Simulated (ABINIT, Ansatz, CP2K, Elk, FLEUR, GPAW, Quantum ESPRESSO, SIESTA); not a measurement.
# MgS (Fm-3m, 2 atoms in the cell) computed with different codes at matched settings

Self-consistent single point.

```
CELL_PARAMETERS angstrom
      0.00000     2.61924     2.61924
      2.61924     0.00000     2.61924
      2.61924     2.61924     0.00000
ATOMIC_POSITIONS crystal
  Mg 0.00000 0.00000 0.00000
  S  0.50000 0.50000 0.50000
```

All programs got the same cell, k-point mesh and kind of occupations (in Ansatz's words: kpoints.mp_grid.grid = 7 7 7; scf.occupations.method = fermi_dirac; scf.occupations.width = 0.02 eV); potentials, basis and cutoffs are each program's usual ones.

```tsv
code	model	pressure (GPa)	gap on the mesh (eV)	k-points	cutoff
FLEUR	PBE, all-electron FLAPW (FLEUR), scalar-relativistic valence	–	2.962	20	Kmax 4.3 1/bohr
Ansatz	PBE, PAW files	-0.37	2.957	20	420 eV
Elk	PBE, all-electron FP-LAPW, Elk's shipped species files, default APW+lo basis	–	2.747	20	rgkmax 7
Quantum ESPRESSO	PBE, SSSP 1.1.2 efficiency (PBE) pseudopotentials	-0.68	2.937	20	40 Ry
SIESTA	GGA PBE, numerical atomic orbitals DZP, PseudoDojo PBE standard norm-conserving potentials (rewritten from UPF to PSML)	-0.15	2.880	172	grid 300 Ry
GPAW	PBE, GPAW PAW datasets PBE (gpaw-data 1.0.1)	-0.45	2.960	20	850 eV
ABINIT	PBE, norm-conserving pseudopotentials (PseudoDojo nc-sr-05 PBE standard)	-0.32	2.953	20	42 Ha
CP2K	PBE, GPW, DZVP-MOLOPT-SR-GTH basis, GTH-PBE potentials (GTH_POTENTIALS)	1.11	2.831	172	grid 1000 Ry
```

A dash marks a value that a program does not give, or that is left out as unsure.

Gaps are read on the mesh. Another mesh or the band path gives a smaller gap, so these values are not converged in the mesh.

The spread over the programs that give each value: pressure within 1.79 GPa; gap on the mesh within 0.215 eV.

The starting cell comes from a database of computed structures (which also holds hypothetical and non-ambient phases and stackings), without a prior relaxation at this level. Its lattice was rescaled by a random factor within 2.5 % of one. On Ansatz's run: Another mesh or the band path of this cell gives a smaller gap, so this value is not converged in the mesh.

Question: Why do the programs differ, and what cannot be compared?

Answer: Differences of this kind can come from the potentials, where these differ, and from what each basis and cutoff leave unconverged. The valence holds different numbers of electrons (FLEUR 16, Ansatz (a quantum-chemistry and plane-wave program) 16, Quantum ESPRESSO 8, SIESTA 16, GPAW 16, ABINIT 16, CP2K 16). The zero of total energies and Fermi levels follows the potentials and each program's conventions, so they are not compared here. SIESTA and CP2K use small atom-centred bases, whose incompleteness enters pressures, forces and empty levels differently from a plane-wave cutoff. FLEUR and Elk treat all electrons, but the usual bases taken here (sphere radii, linearisation, local orbitals, empty states) were not tested for convergence, so the values are no reference for the others. Ansatz's pressure is given at a fixed set of plane waves, as the other plane-wave codes print theirs. The programs reduce the same mesh by symmetry to different extents, which changes the work and not the result. In the pressure, CP2K (by 1.53) lies more than 1 GPa from the median of the plane-wave programs. In the gap, Elk (by 0.207) and CP2K (by 0.124) lie more than 0.12 eV from the median of the plane-wave programs.

Keys are those of Ansatz 0.2.
